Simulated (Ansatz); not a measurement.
Worked example: self-consistent single point of AlCu₃ (P6_3/mmc, 8 atoms in the cell) in Ansatz (a quantum-chemistry and plane-wave program).

Computed with PBEsol, default PAW files made with PBE (plane waves; Ansatz).

```
CELL_PARAMETERS angstrom
      5.09579     0.00000     0.00000
     -2.54790     4.41308     0.00000
      0.00000     0.00000     4.17165
ATOMIC_POSITIONS crystal
  Al 0.66667 0.33333 0.25000
  Al 0.33333 0.66667 0.75000
  Cu 0.33107 0.16553 0.75000
  Cu 0.66893 0.83447 0.25000
  Cu 0.16553 0.33107 0.25000
  Cu 0.83447 0.66893 0.75000
  Cu 0.83447 0.16553 0.75000
  Cu 0.16553 0.83447 0.25000
```

Reference input (self-consistent single point, DFT, PBEsol, plane waves, default PAW files made with PBE): basis.ecutwfc = 420 eV; kpoints.mp_grid.grid = 8 8 8; hamiltonian.xc = pbesol; hamiltonian.pseudopotentials = {kind: paw} (the program's default PAW files); scf.occupations.method = cold; scf.occupations.width = 0.136 eV. This run's input differs from it in these lines:

Ansatz 0.2 input:
```diff
@@ -15,3 +15,3 @@
 basis:
-  ecutwfc: 420.0 eV
+  ecutwfc: 380.0 eV
 kpoints:
```

The program printed (abridged):

```
SCF iter   1: F=—  HF=-40583.329343 eV  |F-HF|=—  |Δ(HF+E_count)|=         —  Δρ=1.53e-2  dr2=1.11e-1  ethr=1.77e-3  ⟨swp⟩=5.3  Hψ=13034  notcnv=0  defer=33
all-band conjugate gradients solve this SCF's bands
preconditioner: auto → Kerker (q_TF=auto, 2.843 Å⁻¹)
SCF iter   2: F=—  HF=-40583.302136 eV  |F-HF|=—  |Δ(HF+E_count)|=   2.72e-2  S|Δr|=    0.00e0  Δρ=1.23e-3  dr2=1.32e-3  ethr=9.27e-5  ⟨swp⟩=2.0  Hψ=6087  notcnv=0  defer=85
   [... lines left out ...]
SCF iter   5: F=—  HF=-40583.300640 eV  |F-HF|=—  |Δ(HF+E_count)|=   4.33e-5  S|Δr|=    0.00e0  Δρ=1.04e-4  dr2=2.25e-5  ethr=1.44e-7  ⟨swp⟩=2.0  Hψ=5152  notcnv=0  defer=85
SCF iter   6: F=—  HF=-40583.300591 eV  |F-HF|=—  |Δ(HF+E_count)|=   4.90e-5  S|Δr|=    0.00e0  Δρ=2.40e-5  dr2=1.28e-6  ethr=1.87e-8  ⟨swp⟩=2.0  Hψ=5154  notcnv=0  defer=85
SCF iter   7: F=-40583.300590 eV  HF=-40583.300590 eV  |F-HF|=1.89e-8  |Δ(HF+E_count)|=   5.85e-7  S|Δr|=    0.00e0  Δρ=5.86e-6  dr2=2.83e-8  ethr=8.33e-11  ⟨swp⟩=7.5  Hψ=16052  notcnv=0
SCF 1 converged in 7 iterations: F = -40583.300590 eV  dr2 = 2.83e-8
Stability not checked (fill_not_monotonic)
Free energy (F): -40583.300590 eV
Internal energy: -40583.295395 eV  (E = F + TS)
E sigma→0 (E₀):  -40583.298858 eV
Entropy (-TS):   -0.005196 eV (-0.649 meV/atom)
Fermi energy:    15.861690 eV
--- Forces (eV/Å), atoms counted from 1 ---
  atom   1  Al     0.00000000     0.00000000     0.00000000
  atom   2  Al    -0.00000000    -0.00000000     0.00000000
  atom   3  Cu    -0.01723691    -0.00995174     0.00000000
  atom   4  Cu     0.01723691     0.00995174     0.00000000
   [... lines left out ...]
  atom   8  Cu    -0.01723691     0.00995173     0.00000000
--- Stress (GPa, compression-positive) ---
        3.858085       0.000000       0.000000
        0.000000       3.858085       0.000000
        0.000000       0.000000       1.764185
  P = ⅓ Tr σ = 3.1601 GPa (31.601 kbar)
  The stress holds the Pulay correction. Without it, at fixed plane waves, as pw.x and ABINIT print it: P = 2.7387 GPa
```

The run converged in 7 iterations. Against the reference run the free energy rises by 1.9 meV/atom, the pressure hardly changes (3.11 to 3.16 GPa) and the largest force stays at 0.020 eV/Å.

The starting cell comes from a database of computed structures (which also holds hypothetical and non-ambient phases and stackings), without a prior relaxation at this level. Its lattice was rescaled by a random factor within 2.5 % of one. Spin polarisation is off. Ansatz's pressure includes its estimate of the finite-basis (Pulay) stress. The cutoff lies below the one recommended for these files.
